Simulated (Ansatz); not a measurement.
Seebeck coefficient (μV/K, mean over directions) of n-type AlPO4 (P6_422) against carrier density, PBEsol, rigid bands (Ansatz, a quantum-chemistry and plane-wave program). Computed gap 5.50 eV; densities at which minority carriers matter at this gap, or further valleys turn the trend, are left out. Conductivity mass 0.55 mₑ (harmonic mean over directions), N_c = 1.0e19 cm⁻³ at 300 K.

```csv
electron density,300 K,500 K
1e16 cm⁻³,-811,-877
1e17 cm⁻³,-612,…
1e18 cm⁻³,-415,-481
3e18 cm⁻³,-321,-387
1e19 cm⁻³,-223,-286
3e19 cm⁻³,-142,-198
1e20 cm⁻³,-74,…
3e20 cm⁻³,-37,-61
1e21 cm⁻³,-17,…
```

### Question
Some entries are withheld; supply them.

### Answer

- 1e17 cm⁻³, 500 K: -679
- 1e20 cm⁻³, 500 K: -115
- 1e21 cm⁻³, 500 K: -29

Rigid bands with a gap fixed in temperature, one relaxation time for all states, no polarons or phonon drag, and whether or not such doping can be reached. Spin-orbit coupling is left out.

Computed structure with no diffraction record at hand here (it may be known, metastable or hypothetical): AlPO4 (P6_422).
